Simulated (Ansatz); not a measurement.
Ansatz (a quantum-chemistry and plane-wave program) is run on Li₂H₂SO₅ (P2_1, 20 atoms in the cell), and the run fails. The aim is a self-consistent single point with DFT, r2SCAN, plane waves, default PAW files made with PBE.

This input was run:

Ansatz 0.2 input:
```yaml
crystal:
  lattice:
    - [5.55589000, 0.00000000, 0.00000000]
    - [0.00000000, 4.90399000, 0.00000000]
    - [-2.43275600, 0.00000000, 7.90372100]
  atoms:
    - { symbol: Li, position: [0.43973000, 0.01058000, 0.60510000] }
    - { symbol: Li, position: [0.56027000, 0.51058000, 0.39490000] }
    - { symbol: Li, position: [0.30331000, 0.50097000, 0.99321000] }
    - { symbol: Li, position: [0.69669000, 0.00097000, 0.00679000] }
    - { symbol: H2+, position: [0.00494000, 0.36653000, 0.44037000] }
    - { symbol: H, position: [0.99506000, 0.86653000, 0.55963000] }
    - { symbol: H, position: [0.96971000, 0.61452000, 0.30954000] }
    - { symbol: H, position: [0.03029000, 0.11452000, 0.69046000] }
    - { symbol: S, position: [0.70668000, 0.49737000, 0.79151000] }
    - { symbol: S, position: [0.29332000, 0.99737000, 0.20849000] }
    - { symbol: O, position: [0.56479000, 0.38742000, 0.62161000] }
    - { symbol: O, position: [0.43521000, 0.88742000, 0.37839000] }
    - { symbol: O, position: [0.08711000, 0.03698000, 0.59818000] }
    - { symbol: O, position: [0.91289000, 0.53698000, 0.40182000] }
    - { symbol: O, position: [0.39901000, 0.87608000, 0.07802000] }
    - { symbol: O, position: [0.60099000, 0.37608000, 0.92198000] }
    - { symbol: O, position: [0.67314000, 0.79971000, 0.79032000] }
    - { symbol: O, position: [0.32686000, 0.29971000, 0.20968000] }
    - { symbol: O, position: [0.97639000, 0.42465000, 0.82861000] }
    - { symbol: O, position: [0.02361000, 0.92465000, 0.17139000] }
kpoints:
  mp_grid: { grid: [3, 3, 2] }
hamiltonian:
  xc: r2scan
  pseudopotentials: { kind: paw }
scf:
  occupations: { method: fixed }
output:
  forces: true
  eigenvalues: true
  stress: true
```

Log, with long lists cut:

```
Error: YAML parse error: error: line 11 column 17: `H2+` is not an element symbol (H … Og, case-exact)
  --> <input>:11:17
   |
 9 |     - { symbol: Li, position: [0.30331000, 0.50097000, 0.99321000] }
10 |     - { symbol: Li, position: [0.69669000, 0.00097000, 0.00679000] }
11 |     - { symbol: H2+, position: [0.00494000, 0.36653000, 0.44037000] }
   |                 ^ `H2+` is not an element symbol (H … Og, case-exact)
12 |     - { symbol: H, position: [0.99506000, 0.86653000, 0.55963000] }
13 |     - { symbol: H, position: [0.96971000, 0.61452000, 0.30954000] }
   |
```

### Question
Read the log: what does the program object to, and what is the fix?

### Answer
The fault is a mistyped element symbol. The symbol names no element. To fix it, correct the symbol. The program stopped before any SCF iteration.

An input that runs soundly differs in these lines (not the only fix; some lines may just follow from the change or write a value another way):
```diff
-    - { symbol: H2+, position: [0.00494000, 0.36653000, 0.44037000] }
+    - { symbol: H, position: [0.00494000, 0.36653000, 0.44037000] }
```

With that input, the run converged in 8 iterations: free energy E − TS (on the zero of these files) -8390.5973 eV; top of the valence band (on the code's own zero) 0.44 eV; gap on the k-point mesh 6.20 eV; pressure -3.68 GPa; largest force (vector length) 0.552 eV/Å (DFT, r2SCAN, plane waves, default PAW files made with PBE).

On the sound input: the starting cell comes from a database of computed structures (which also holds hypothetical and non-ambient phases and stackings), without a prior relaxation at this level. With a pressure of about -4 GPa the cell is away from its equilibrium volume at this level. Ansatz's pressure includes its estimate of the finite-basis (Pulay) stress.
